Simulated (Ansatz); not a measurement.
**Phonon-limited transport in Cu₃Ga (Pm-3m)**

Data:

```
Cu3Ga
1.0
    3.63438     0.00000     0.00000
    0.00000     3.63438     0.00000
    0.00000     0.00000     3.63438
Ga Cu
1 3
Direct
  0.00000   0.00000   0.00000
  0.50000   0.00000   0.50000
  0.00000   0.50000   0.50000
  0.50000   0.50000   0.00000
```

All values below come from PBEsol, DFPT electron-phonon coupling, linearised Boltzmann equation (plane waves, PAW, scalar-relativistic; Ansatz, a first-principles code). How the cell was made: relaxed with this functional, without spin-orbit coupling.

```
Quantity                                                                                                Result
----------------------------------------------------------------------------------  --------------------------
resistivity at 300 K                                                                                 4.6 μΩ·cm
resistivity at 77 K                                                                                 0.67 μΩ·cm
electron mean free path at 300 K (weighted by the current that each state carries)                     16.9 nm
electron-phonon coupling λ                                                                                0.28
transport coupling λ_tr                                                                                   0.30
logarithmic mean phonon energy                                                                        14.8 meV
density of states at the Fermi level                                                0.58 states/(eV·spin·cell)
Drude plasma energy                                                                                     8.6 eV
Hall coefficient at 300 K                                                                     1.96 ×10⁻¹¹ m³/C
Tc for μ* = 0.10 (anisotropic Eliashberg)                                                            below 1 K
Tc for μ* = 0.13 (anisotropic Eliashberg)                                                            below 1 K
```

A metal at this level (no band gap). Only scattering by harmonic phonons is included (no impurities, grain boundaries, electron-electron scattering or thermal expansion). Spin-orbit coupling is left out. The run warned that the eigensolver left some states short of its tolerance. Halving the electron mesh (24x24x24) moves the resistivity by up to 9 % at 300 K, the mean free path by up to 4 %, the coupling by up to 1 %. Smearing 0.20 eV; phonons on a 4x4x4 q mesh, which this run doesn't test and which matters most at low temperature. Tc comes from the anisotropic Migdal-Eliashberg equations with μ*, a chosen number, referred to 17.2 meV.

Computed structure with no diffraction record at hand here (it may be known, metastable or hypothetical): Cu3Ga (Pm-3m).
